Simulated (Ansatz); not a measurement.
# Ansatz run on TiGe2 (C2, 6 atoms in the cell): self-consistent single point

Level of theory: LDA (PW92), default PAW files made with PBE (plane waves; Ansatz, a first-principles code).

The input file:

Ansatz 0.2 input:
```yaml
# TiGe2
crystal:
  lattice:
    - [0.000000, 4.321912, 4.392744]
    - [2.519787, 0.000000, 4.392744]
    - [2.519787, 4.321912, 0.000000]
  atoms:
    - { symbol: Ti, position: [0.755691, 0.755691, 0.744309] }
    - { symbol: Ti, position: [0.500000, 0.500000, 0.500000] }
    - { symbol: Ge, position: [0.082630, 0.417370, 0.082630] }
    - { symbol: Ge, position: [0.417370, 0.082630, 0.417370] }
    - { symbol: Ge, position: [0.167370, 0.832630, 0.167370] }
    - { symbol: Ge, position: [0.832630, 0.167370, 0.832630] }
basis:
  ecutwfc: 30.9 Ry
kpoints:
  mp_grid: { grid: [5, 5, 5] }
hamiltonian:
  xc: lda
  pseudopotentials: { kind: paw }
scf:
  occupations: { method: gaussian, width: 0.0073 Ry }
output:
  forces: true
  eigenvalues: true
  stress: true
```

Output, abridged:

```
WARN ansatz: RAYON_NUM_THREADS=1 ignored (pool sized by the plan → 1); use --threads N
Pseudopotentials: kind: paw
Pseudopotential: Ti, paw, valence charge 12
Pseudopotential: Ge, paw, valence charge 14
Crystal: 6 atoms, lattice volume = 95.677 Å³
Basis set: ecut = 420.4159175005146 eV, 1917 PW (Γ)
Bands: 48, of which v1, the nominal top of the filled ones, is band 40 counted from 1 (39 counted from 0)
Symmetry: 2 space group operations
Space group: C2 (ITA 5), of the structure as read, at distance tolerance 4.6e-5 Å
k-points: 39 of 125 (time reversal used)
PAW frozen core: Ti, regenerated for the run's functional, and the local potential with it
PAW frozen core: Ge, regenerated for the run's functional, and the local potential with it
Initial density: superposition of atomic densities (neutral atoms: chi_scale 0, normalization atom), corrected by the library's trained network
Initial wavefunctions: pseudopotential atomic-orbital guess
Eigensolver: davidson
Functional: x = slater, c = lda
SCF iter   1: F=—  HF=-21766.496919 eV  |F-HF|=—  |Δ(HF+E_count)|=         —  Δρ=5.62e-3  dr2=1.25e-2  ethr=1.77e-3  ⟨swp⟩=5.9  Hψ=7492  notcnv=0  defer=1
all-band conjugate gradients solve this SCF's bands
preconditioner: auto → Kerker (q_TF=auto, 2.648 Å⁻¹)
SCF iter   2: F=—  HF=-21766.493415 eV  |F-HF|=—  |Δ(HF+E_count)|=   3.50e-3  Δρ=3.05e-3  dr2=5.20e-3  ethr=1.56e-5  ⟨swp⟩=2.0  Hψ=2976  notcnv=0  defer=3
SCF iter   3: F=—  HF=-21766.492636 eV  |F-HF|=—  |Δ(HF+E_count)|=   7.79e-4  Δρ=1.18e-3  dr2=9.83e-4  ethr=6.50e-6  ⟨swp⟩=2.1  Hψ=3056  notcnv=0  defer=3
SCF iter   4: F=—  HF=-21766.492337 eV  |F-HF|=—  |Δ(HF+E_count)|=   3.00e-4  Δρ=2.09e-4  dr2=4.59e-5  ethr=1.23e-6  ⟨swp⟩=2.0  Hψ=2943  notcnv=0  defer=3
SCF iter   5: F=—  HF=-21766.492327 eV  |F-HF|=—  |Δ(HF+E_count)|=   9.89e-6  Δρ=4.77e-5  dr2=1.90e-6  ethr=5.74e-8  ⟨swp⟩=2.0  Hψ=3053  notcnv=0  defer=3
SCF iter   6: F=—  HF=-21766.492327 eV  |F-HF|=—  |Δ(HF+E_count)|=   1.43e-7  Δρ=1.31e-5  dr2=1.75e-7  ethr=2.37e-9  ⟨swp⟩=2.0  Hψ=3054  notcnv=0  defer=3
SCF iter   7: F=-21766.492327 eV  HF=-21766.492327 eV  |F-HF|=6.76e-9  |Δ(HF+E_count)|=   3.70e-8  Δρ=2.78e-6  dr2=1.03e-8  ethr=1.25e-10  ⟨swp⟩=7.3  Hψ=6338  notcnv=0
SCF 1 converged in 7 iterations: F = -21766.492327 eV  dr2 = 1.03e-8
SCF converged after 7 iterations
Free energy (F): -21766.492327 eV
Harris-Foulkes:  -21766.492327 eV  (|F-HF|=6.76e-9)
Internal energy: -21766.474944 eV  (E = F + TS)
E sigma→0 (E₀):  -21766.483636 eV
Entropy (-TS):   -0.017383 eV (-2.897 meV/atom)
Fermi energy:    13.397617 eV
--- Per-component energies (eV) ---
  E_band       = -621.017822
  E_kinetic    = 998.159710
  E_local      = -9612.540487  (includes V_loc(G=0)·N_el)
  E_nonlocal   = 1708.341861
  E_hartree    = 4201.052430
  E_xc         = -499.462827
  E_vxc        = -510.700732  (∫ρ·V_xc dr)
  E_paw        = -9760.779240  (= ΣΔE_a)
  E_vpaw       = -1606.383708  (= ΣTr[D̂ρ^β])
  E_aug_tail   = 0.001099  (compensation charges beyond the density's cutoff)
  E_ewald      = -8809.532696
  E_core_change = 8.285206  (= ΣΔE_core)
  E_smearing   = -0.017383  (= −TS)
  E_closure    = -0.000000  (closes the sum)
  Σ components = -21766.492327   (vs F -21766.492327, Δ=0.00e0)
--- Forces (eV/Å), atoms counted from 1 ---
  atom   1  Ti    -0.00000000     0.00000000    -0.48825650
  atom   2  Ti     0.00000000     0.00000000     0.04189605
  atom   3  Ge     0.00359095    -0.05652986     0.03150003
  atom   4  Ge    -0.00359095     0.05652986     0.03150003
  atom   5  Ge    -0.12608210     0.04710870     0.19168056
  atom   6  Ge     0.12608210    -0.04710870     0.19168056
  max |Σ_I F_I| component: 7.22e-7 eV/Å
--- Stress (GPa, compression-positive) ---
       -6.177225       0.401207      -0.000000
        0.401207      -6.568281       0.000000
       -0.000000       0.000000      -6.583877
  P = ⅓ Tr σ = -6.4431 GPa (-64.431 kbar)
  The stress holds the Pulay correction. Without it, at fixed plane waves, as pw.x and ABINIT print it: P = -6.4860 GPa
--- Band table (eV; the first three rows and the last of 39) ---
  k-point 0: bands = ["-42.6512", "-42.6339", "-19.3046", "-19.2778", "-19.2421", "-19.2326", "-19.2242", "-19.1965", "-11.0426", "-11.0193", "-10.9840", "-10.9720", "-10.9475", "-10.9384", "-10.9360", "-10.9269", "-10.9245", "-10.9169", "-10.9012", [...]
  k-point 1: bands = ["-42.6501", "-42.6349", "-19.3027", "-19.2787", "-19.2482", "-19.2307", "-19.2217", "-19.1993", "-11.0427", "-11.0256", "-10.9853", "-10.9662", "-10.9561", "-10.9509", "-10.9338", "-10.9270", "-10.9217", "-10.9101", "-10.9003", [...]
  k-point 2: bands = ["-42.6479", "-42.6371", "-19.3018", "-19.2755", "-19.2599", "-19.2263", "-19.2208", "-19.2030", "-11.0353", "-11.0288", "-11.0090", "-10.9777", "-10.9570", "-10.9551", "-10.9332", "-10.9281", "-10.9120", "-10.9012", "-10.8923", [...]
  k-point 38: bands = ["-42.6444", "-42.6406", "-19.2854", "-19.2798", "-19.2585", "-19.2418", "-19.2171", "-19.2039", "-11.0392", "-11.0384", "-10.9815", "-10.9802", "-10.9645", "-10.9570", "-10.9326", "-10.9276", "-10.9189", "-10.9076", [...]
```

The run converged in 7 iterations.

The starting cell comes from a database of computed structures (which also holds hypothetical and non-ambient phases and stackings), without a prior relaxation at this level. Its lattice was rescaled by up to half a per cent. One atom was moved a little off its site on purpose. Spin polarisation is off. With a pressure of about -6 GPa the cell is away from its equilibrium volume at this level. Ansatz's pressure includes its estimate of the finite-basis (Pulay) stress.
